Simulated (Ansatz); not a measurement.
# Competing hops of interstitial Na in alpha quartz, charge state +1

Defect migration in alpha quartz: interstitial Na, charge state +1. These are PBE, PAW (plane waves to 420 eV; Ansatz, a first-principles code) values and carry that method's errors.

Cell of 243 host sites held at the relaxed PBE lattice; the Γ point alone; Fermi-Dirac width 0.01 eV, spin-restricted; finite-size errors left in. Energies are static. The charge state is imposed; whether it is stable for some Fermi level was not computed. Sites that were not tried may lie lower.

Barriers: single points on a 2×2×2 k-point mesh shifted by half a step along c at the bands' geometries.

```json
[
 {"Route": "a concerted move, in which Na travels most", "Start site over the lowest site run (eV)": "0.00", "Hop (Å)": "1.85", "Forward barrier (eV)": "0.11", "Backward barrier (eV)": "0.11", "Neighbours at the start": "2 O at 2.19, O at 2.43, O at 2.44, O at 2.46, O at 2.48 Å", "Neighbours at the saddle": "2 O at 2.20, 2 O at 2.22; Si at 2.79, Si at 2.83 Å", "Saddle order": "not checked, on a symmetry element", "Forward, on the band's own sampling (eV)": "0.11"}
]
```

Paths come from nudged elastic bands with a climbing image.  A band can be held on a symmetry element, so unchecked saddle points there may be too high. 2 more band(s) gave no usable saddle point.
